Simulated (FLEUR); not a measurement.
Band structure of Ba (Im-3m, 1 atom in the cell).

```
Ba
1.0
   -2.51502     2.51502     2.51502
    2.51502    -2.51502     2.51502
    2.51502     2.51502    -2.51502
Ba
1
Direct
  0.00000   0.00000   0.00000
```

Level of theory: PBE, all-electron FLAPW (FLEUR), scalar-relativistic valence in FLEUR.

Settings: Kmax = 3.8 1/bohr; GmaxXC = 11.4 1/bohr; xcFunctional = pbe; jspins = 1; l_soc = F; mode = hist; fermiSmearingEnergy = 0.00367493 Htr; mesh (inpgen div1-3) = 12 12 12; inpgen gamma flag = true; Gmax = 11.4 1/bohr; numbands = 0; maxIterBroyd = 25; imix = Anderson; alpha = 0.05.

The starting cell has typed, rounded lattice constants, without a prior relaxation at this level. Its lattice was rescaled by a random factor within 2.5 % of one. Values depend on the basis (sphere radii, cutoffs, local orbitals), which need not be converged.

Levels in eV from the Fermi level, bands 2 to 8:
```csv
point,2,3,4,5,6,7,8
Γ,-13.83,-13.83,-13.83,-2.73,1.83,1.83,1.83
H,-14.14,-14.14,-14.14,-0.52,-0.52,3.99,3.99
N,-14.28,-13.98,-13.84,-0.87,0.70,1.21,3.18
P,-14.06,-14.06,-14.06,0.52,0.52,0.52,3.51
```
